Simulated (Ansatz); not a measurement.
**ZrO2 (space group P2_1/c, No. 14)**

```xyz
12
Lattice="5.1899 0.0000 0.0000 0.0000 5.2419 0.0000 -0.9047 0.0000 5.3018" Properties=species:S:1:pos:R:3 pbc="T T T"
Zr     1.2412     0.2295     1.1135
Zr     3.4964     2.8505     1.5374
Zr     3.0440     5.0123     4.1883
Zr     0.7888     2.3914     3.7644
O      0.0205     1.7104     1.8559
O      4.7170     4.3314     0.7950
O      4.2647     3.5315     3.4460
O     -0.4318     0.9105     4.5068
O      1.9104     3.9667     2.5211
O      2.8271     1.3458     0.1298
O      2.3748     1.2751     2.7807
O      1.4581     3.8961     5.1720
```

The values are results of PBE (Ansatz, a first-principles code, PAW, no spin-orbit coupling), not measurements. Γ-centred 5×5×5 mesh, Fermi–Dirac width 0.05 eV.

| Item | Result |
|---|---|
| Volume per atom | 12.02 Å³ |
| Density | 5.67 g/cm³ |
| Band gap | 3.65 eV, indirect, Γ → Y₂ |
| Total energy | -1774.678 eV/atom (σ→0; compares only within this code and set-up) |

No phonon test of stability was made.
